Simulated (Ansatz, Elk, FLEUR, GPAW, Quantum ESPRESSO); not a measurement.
Code comparison for VFe3 (I4/mmm, 4 atoms in the cell)

Self-consistent single point, at a second geometry (lattice scaled by 0.98). First geometry:

```
VFe3
1.0
   -2.04367     2.04367     2.89713
    2.04367    -2.04367     2.89713
    2.04367     2.04367    -2.89713
V Fe
1 3
Direct
  0.50000   0.50000   0.00000
  0.75000   0.25000   0.50000
  0.25000   0.75000   0.50000
  0.00000   0.00000   0.00000
```
Moments meant for the start (each program seeds them in its own way; μB, in the order of the atoms V Fe Fe Fe): 2.0 4.0 4.0 4.0.

Shared settings, as Ansatz (a first-principles code) writes them: kpoints.mp_grid.grid = 6 6 6; scf.occupations.method = gaussian; scf.occupations.width = 0.02 Ry. Potentials and cutoffs stand in the table.

| code | model | ΔF from the first geometry (meV/atom) | pressure (GPa) | size of the net moment (μB/atom) | cutoff |
|---|---|---|---|---|---|
| GPAW | PBEsol, GPAW PAW datasets PBEsol (made by gpaw-setup) | -34.2 | -2.38 | 1.23 | 850 eV |
| Elk | PBEsol, all-electron FP-LAPW, Elk's shipped species files, LAPW+lo basis | – | – | 1.22 | rgkmax 7.5 |
| FLEUR | PBEsol, all-electron FLAPW (FLEUR), scalar-relativistic valence | – | – | 1.23 | Kmax 3.7 1/bohr |
| Ansatz | PBEsol, PAW files made with PBE | -45.6 | -5.05 | 1.23 | 30.9 Ry |
| Quantum ESPRESSO | PBEsol, PseudoDojo standard norm-conserving (PBESOL) pseudopotentials | -39.5 | -3.78 | 1.25 | 90 Ry |

A dash marks a value that a program does not give, or that is left out as unsure.

On Ansatz's run: the magnetic order is the one reached from the typed start; others were not searched systematically. The program warned that a starting moment was not kept.

The spread over the programs that give each value: ΔF from the first geometry within 11.4 meV/atom; pressure within 2.67 GPa; size of the net moment within 0.03 μB/atom.

Elk and FLEUR treat all electrons, but the usual bases taken here (sphere radii, linearisation, local orbitals, empty states) were not tested for convergence, so the values are no reference for the others. Ansatz's pressure is given at a fixed set of plane waves, as the other plane-wave codes print theirs; with its correction for the finite basis it is -4.84 GPa (the shift of 0.21 GPa shows how far the cutoff is from converged).

The starting cell comes from a database of computed structures (which also holds hypothetical and non-ambient phases and stackings), without a prior relaxation at this level. For this run, on top of that: lattice scaled by 0.98.

Left out of this page: SIESTA (unsound by tests on forces, stress, charge or solver warnings).

Keys are those of Ansatz 0.2.
